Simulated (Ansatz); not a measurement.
Effective masses and thermopower of CdTe under load (space group R3m)

Data:

```
CELL_PARAMETERS angstrom
      0.07962     3.29787     3.29787
      3.29787     0.07962     3.29787
      3.29787     3.29787     0.07962
ATOMIC_POSITIONS crystal
  Cd 0.00227 0.00227 0.00227
  Te 0.24773 0.24773 0.24773
```

Method: r2SCAN with spin-orbit coupling, rigid bands (plane waves, PAW; Ansatz, a quantum-chemistry and plane-wave program). Condition of this run: uniaxial stress along [111] of -1.5 GPa (compression positive) (the target of the relaxation). Geometry: cell and atoms relaxed with PBEsol, then loaded as said.

```
Item                                                                                                                                                          Result
---------------------------------------------------------------------------------------------------------------------------------------  ---------------------------
band gap                                                                                                                                                     0.88 eV
electron conductivity mass (300 K, dilute)                                                                                                                  0.097 mₑ
hole conductivity mass (300 K, dilute)                                                                                                                       0.36 mₑ
effective density of states N_c (300 K)                                                                                                                  7.1e17 cm⁻³
effective density of states N_v (300 K)                                                                                                                  6.0e18 cm⁻³
density-of-states mass, electrons                                                                                                                           0.093 mₑ
density-of-states mass, holes                                                                                                                                0.38 mₑ
Seebeck coefficient, n-type 1e19 cm⁻³, 300 K                                                                                                                -63 μV/K
Seebeck coefficient, p-type 1e19 cm⁻³, 300 K                                                                                                                206 μV/K
best p-type power factor at 300 K for τ = 10 fs (best axis; densities from 1e16 to 1e21 cm⁻³ tried, whether or not they can be reached)  4.7 μW/(cm·K²) at 3e20 cm⁻³
```

Rigid bands; masses and Seebeck coefficients take one relaxation time τ for all states and one kind of carrier; polarons and phonon drag are left out. Geometry: cell and atoms relaxed with PBEsol.
